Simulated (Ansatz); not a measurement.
# Voigt–Reuss–Hill bulk modulus of AlB2-type TiB2 at several levels of theory

No measured value is used here.

```json
[
 {"level (code)": "LDA (Ansatz)", "value (GPa)": "279", "cell (Å³/atom)": "8.17"},
 {"level (code)": "PBE (Ansatz)", "value (GPa)": "253", "cell (Å³/atom)": "8.56"},
 {"level (code)": "PBEsol (Ansatz)", "value (GPa)": "266", "cell (Å³/atom)": "8.37"},
 {"level (code)": "r²SCAN (Ansatz)", "value (GPa)": "260", "cell (Å³/atom)": "8.51"}
]
```

Each level is taken at its own relaxed cell. Cutoffs differ between the levels. Ansatz's density-functional and Hartree–Fock values are scalar-relativistic unless marked +SOC, with PAW data made under PBE.

Ansatz is a quantum-chemistry and plane-wave program.
